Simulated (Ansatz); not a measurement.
# A worked fit of the energy against the cutoff, with one run withheld: WC (P3m1, 2 atoms in the cell)

```
CELL_PARAMETERS angstrom
      1.46227    -2.53274     0.00000
      1.46227     2.53274     0.00000
      0.00000     0.00000     2.85420
ATOMIC_POSITIONS crystal
  W  0.00000 0.00000 0.01752
  C  0.33333 0.66667 0.50000
```

Computed with LDA (PW92), default PAW files made with PBE (plane waves; Ansatz, a program for electronic structure).

Base settings: basis.ecutwfc = 30.9 Ry; kpoints.mp_grid.grid = 13 13 12; hamiltonian.xc = lda; hamiltonian.pseudopotentials = {kind: paw} (the program's default PAW files); scf.occupations.method = gaussian; scf.occupations.width = 0.0073 Ry.

The last step of the ladder, which sets the zero, is basis.ecutwfc = 74.2 Ry.

The starting cell has typed, rounded lattice constants, without a prior relaxation at this level. Its lattice was rescaled by up to half a per cent. One atom was moved a little off its site on purpose. Spin polarisation is off.

An empirical form for the window shown: the miss falls exponentially with the largest wave vector, which goes as √cutoff: ln(ΔF) = a + b·√cutoff.

| basis.ecutwfc | √cutoff (√Ry) | F less the last step's (meV/atom) | ln of it |
|---|---|---|---|
| 16.9 Ry | 4.111 | 1024.99 | 6.932 |
| 18.4 Ry | 4.290 | 537.65 | 6.287 |
| 21.7 Ry | 4.658 | ? | ? |
| 24.6 Ry | 4.960 | 34.49 | 3.541 |
| 27.9 Ry | 5.282 | 8.76 | 2.170 |

**Question.** Fit the line to the 4 rows given and predict the withheld one.

**Answer.** Means: x̄ = 4.6608, ȳ = 4.7325. Σ(x − x̄)(y − ȳ) = -3.734 and Σ(x − x̄)² = 0.9152, so b = -4.080 and a = ȳ − b·x̄ = 23.749; ΔF halves for each 0.17 in √cutoff. The largest residual of the fitted rows is 0.044. At x = 4.658 the line gives 4.744, that is 115 meV/atom. The run gave 124.47 meV/atom, a miss of 9.47 meV/atom (8 %). The table is a window of a longer ladder. The rows were chosen because the form fits them, the withheld one included, so this shows the method and is no test of the form.

Left out of this page: 10 runs of the series outside the window shown, repeating another row's setting, or not comparable.

Keys are those of Ansatz 0.2.
